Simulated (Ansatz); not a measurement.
The reference is ZrB₂ (space group P6/mmm, No. 191; a = 3.171 Å, c = 3.542 Å; relaxed with 0.1 eV smearing).

Calculations: PBE/PAW in Ansatz (a quantum-chemistry and plane-wave program), scalar-relativistic without spin-orbit coupling.

For the base:

```
Item       Result
--------  -------
Pressure  0.0 GPa
Band gap     zero
```

It is then changed as follows: an isotropic linear strain of −3.00 %; the atoms relax in the strained cell.

Question: Predict the new energy relative to the base.

Answer: The energy increases by 68 meV/atom.

Question: What does the calculation give for the pressure after the change?

Answer: The pressure (mean of the normal stresses, compression positive) goes from zero to 26.1 GPa.

Question: What does the calculation give for the band gap after the change?

Answer: The band gap stays zero.

No phonon test of stability was made. All final runs are without spin polarisation.
